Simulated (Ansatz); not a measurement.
Input:

```yaml
crystal:
  lattice:
    - [4.07246, 0.00000, 0.00000]
    - [0.00000, 4.07246, 0.00000]
    - [0.00000, 0.00000, 3.99834]
  atoms:
    - { symbol: Al, position: [0.00000, 0.50000, 0.50000] }
    - { symbol: Al, position: [0.50000, 0.50000, 0.00000] }
    - { symbol: Al, position: [0.50000, 0.00000, 0.50000] }
    - { symbol: Sc, position: [0.00000, 0.00000, 0.00000] }
```

No spin polarisation.

Calculations: PBEsol (Ansatz, an electronic-structure program; PAW; 420 eV plane waves; no SOC), earlier PAW set. Γ-centred 14×14×14 mesh, Fermi–Dirac width 0.1 eV.

Problem. Predict the band gap.

Solution. Zero.

Problem. What is the computed pressure (mean of the normal stresses, compression positive)?

Solution. 1.8 GPa.

The cells carry an imposed strain or load. No phonon test of stability was made. The final runs are not spin-polarised. The cell was made from ScAl3 in the Cu3Au type structure (space group Pm-3m, No. 221) by this change: uniaxial strain ε_zz = −1.82 %.
